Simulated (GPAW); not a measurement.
Worked example: self-consistent single point of BaN2 (C2/c, 6 atoms in the cell) in GPAW.

Level of theory: PBEsol, GPAW PAW datasets PBEsol (made by gpaw-setup) (plane waves; GPAW 25.7.0).

The change in words: lattice scaled by 0.98. Reference geometry:
```
CELL_PARAMETERS angstrom
      3.60853    -2.24007     0.00000
      3.60853     2.24007     0.00000
     -1.91796     0.00000     7.10333
ATOMIC_POSITIONS crystal
  Ba 0.20407 0.79593 0.75000
  Ba 0.79593 0.20407 0.25000
  N  0.44393 0.15001 0.54520
  N  0.55607 0.84999 0.45480
  N  0.84999 0.55607 0.95480
  N  0.15001 0.44393 0.04520
```

Reference input (self-consistent single point, DFT PBEsol, plane waves, GPAW PAW datasets PBEsol (made by gpaw-setup)): mode = pw; ecut = 950 eV; xc = PBEsol; kpts = 6 6 4; mesh shift (steps) = 0 0 0; occupations.name = fermi-dirac; occupations.width = 0.1 eV; nbands = -12; convergence.density = 1e-05 e/electron; symmetry.symmorphic = false; symmetry.tolerance = 0.0005; maxiter = 120. This run's input differs from it in these lines:

```diff
@@ -5,5 +5,5 @@
 atoms = Atoms(['Ba', 'Ba', 'N', 'N', 'N', 'N'],
-              cell=[[3.608534, -2.240067, 0.000000],
-                    [3.608534, 2.240067, 0.000000],
-                    [-1.917957, 0.000000, 7.103333]],
+              cell=[[3.536363, -2.195266, 0.000000],
+                    [3.536363, 2.195266, 0.000000],
+                    [-1.879598, 0.000000, 6.961266]],
               scaled_positions=[[0.204070, 0.795930, 0.750000],
```

Output (repeated stretches shortened):

```
     iter     time        total  log10-change:
                         energy   eigst   dens
iter:   1 --:--:--   -43.609441
iter:   2 --:--:--   -43.632923   -0.63  -1.04
iter:   3 --:--:--   -42.856437   -1.09  -1.12
iter:   4 --:--:--   -42.806775   -1.27  -1.30
iter:   5 --:--:--   -42.651351   -2.17  -1.46
iter:   6 --:--:--   -42.654173   -2.98  -2.02
iter:   7 --:--:--   -42.662959c  -2.94  -2.19
iter:   8 --:--:--   -42.649728c  -3.41  -2.18
iter:   9 --:--:--   -42.649707c  -4.97  -2.86
iter:  10 --:--:--   -42.650165c  -4.59  -2.88
iter:  11 --:--:--   -42.649797c  -5.38  -2.98
   [... 3 lines left out ...]
iter:  15 --:--:--   -42.649720c  -6.91  -3.49
iter:  16 --:--:--   -42.649710c  -7.23  -3.60
iter:  17 --:--:--   -42.649709c  -6.98  -3.69
iter:  18 --:--:--   -42.649691c  -6.48  -3.75
iter:  19 --:--:--   -42.649701c  -7.44c -3.80
iter:  20 --:--:--   -42.649708c  -7.45c -3.84
iter:  21 --:--:--   -42.649705c  -7.88c -3.80
iter:  22 --:--:--   -42.649701c  -7.24  -3.77
iter:  23 --:--:--   -42.649699c  -7.54c -3.79
iter:  24 --:--:--   -42.649697c  -8.12c -3.84
iter:  25 --:--:--   -42.649691c  -7.00  -3.89
iter:  26 --:--:--   -42.649691c  -8.53c -5.05c
Converged after 26 iterations.

Dipole moment: (-0.000000, 0.000000, -0.000000) |e|*Ang

Energy contributions relative to reference atoms: (reference = -448285.336413)

Kinetic:        +41.895356
Potential:      -38.794427
External:        +0.000000
XC:             -46.080553
Entropy (-ST):   -0.100357
Local:           +0.380112
SIC:             +0.000000
--------------------------
Free energy:    -42.699869
Extrapolated:   -42.649691

Showing only first 2 kpts
 Kpt  Band  Eigenvalues  Occupancy
  0    18      7.62674    1.99937
  0    19      7.63775    1.99930
  0    20      7.93403    1.98658
  0    21      8.91248    0.01654

  1    18      7.73330    1.99819
  1    19      7.74569    1.99795
  1    20      7.93818    1.98602
  1    21      8.59403    0.33528

Fermi level: 8.43378

No gap
   [... lines left out ...]
  0 Ba    0.00000   -0.03882    0.00000
  1 Ba    0.00000    0.03882    0.00000
  2 N     0.38781    0.69858    0.47793
  3 N    -0.38781   -0.69858   -0.47793
  4 N    -0.38781    0.69858   -0.47793
  5 N     0.38781   -0.69858    0.47793

Stress tensor:
    -0.004316     0.000000    -0.004840
     0.000000    -0.010330     0.000000
    -0.004840     0.000000    -0.005449
Stress (GPa, Voigt): [-0.6915 -1.6551 -0.873   0.     -0.7755  0.    ]
```

The run converged in 26 iterations. GPAW prints stress with tension positive. Against the reference run the free energy falls by 11.0 meV/atom and the largest force goes from 0.561 to 0.931 eV/Å.

At such cutoffs GPAW's stress carries a finite-basis (Pulay) error, which enters relaxed cells too; its log prints stress with tension positive.

The starting cell comes from a database of computed structures (which also holds hypothetical and non-ambient phases and stackings), without a prior relaxation at this level. Its lattice was rescaled by a random factor within 2.5 % of one. For this run, on top of that: lattice scaled by 0.98. The run gives no clean gap (levels at the Fermi energy touch, overlap or are partly filled at this smearing), which alone does not show that the compound is a metal.

Cost on one core of a shared machine: roughly 8 min.
